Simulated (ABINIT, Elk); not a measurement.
An Elk input for a self-consistent single point of BiN (P1, 4 atoms in the cell) (DFT, PBEsol, all-electron FP-LAPW, Elk's shipped species files, default APW+lo basis):

```
tasks
  0

xctype
  22

rgkmax
  7.0

rmtscf
  0.85

stype
  3

swidth
  0.00183747

avec
    6.8289883342    0.0000000000    0.0000000000
    0.6537016199    6.8867062393    0.0000000000
    0.1451271869   -0.0036263844   10.0491137759

sppath
  'species/'

atoms
  2   : nspecies
  'Bi.in'   : spfname
  2   : natoms; atposl, bfcmt below
  0.6496600000  0.9040100000  0.9611900000    0.0 0.0 0.0
  0.1010000000  0.3516200000  0.4597400000    0.0 0.0 0.0
  'N.in'   : spfname
  2   : natoms; atposl, bfcmt below
  0.6930300000  0.9495900000  0.5456800000    0.0 0.0 0.0
  0.0652900000  0.2986500000  0.0443100000    0.0 0.0 0.0

ngridk
  5 5 3
```

Q: Translate this input to ABINIT.

A: This is the input that was run; spellings and numerical settings could be chosen otherwise.

```
# BiN, JTH v2.0 PBE PAW
pp_dirpath "./"
pseudos "Bi.GGA_PBE-JTH.xml, N.GGA_PBE-JTH.xml"
acell 3*1.0 Angstrom
rprim
         3.6137450000    0.0000000000    0.0000000000
         0.3459240000    3.6442880000    0.0000000000
         0.0767980000   -0.0019190000    5.3177620000
natom 4
ntypat 2
znucl 83 7
typat 1 1 2 2
xcart
         2.7342418016    3.2926282713    5.1113796568
         0.5219291544    1.2805223055    2.4447879019
         2.8748268012    3.4595322820    2.9017963682
         0.3426545330    1.0882815803    0.2356300342
      Angstrom
ecut 52 Ry
pawecutdg 104 Ry
pawxcdev 0
ixc -116133
occopt 3
tsmear 0.05 eV
nband 27
kptopt 1
ngkpt 5 5 3
nshiftk 1
shiftk 0 0 0
nstep 60
tolvrs 1.0e-11
prtwf 0
prtden 0
enunit 1
```

Basis, cutoffs, solver keys and any potentials are the target program's own. This input uses DFT, PBEsol, plane waves, PAW (JTH v2.0 PBE PAW, files made for PBE).

The starting cell comes from a database of computed structures (which also holds hypothetical and non-ambient phases and stackings), without a prior relaxation at this level. Its lattice was rescaled by a random factor within 2.5 % of one.
